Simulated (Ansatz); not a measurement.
Start from La2O3 (space group P-3m1, No. 164; a = 3.906 Å, c = 6.040 Å).

All numbers come from PBEsol (Ansatz, a program for electronic structure), scalar-relativistic without spin-orbit coupling.

Before the change:

| Property | Value |
|---|---|
| Band gap | 3.77 eV |
| Smallest direct gap | 3.86 eV |
| Gap character | indirect, L → K |

Perturbation: cell and atoms relaxed at a pressure of 100 GPa.

### Question
Estimate the effect on the band gap, smallest direct gap and gap character.

### Answer
The band gap drops by 0.31 eV, from 3.77 eV to 3.46 eV; the smallest direct gap falls by 0.25 eV to 3.61 eV; the gap character becomes indirect, K–Γ (47 % along) → Γ (base: indirect, L → K).

Load acts through the strain it causes; cell and atoms are relaxed under it. Stability against distortions was not tested. Competing high-pressure phases were not computed.
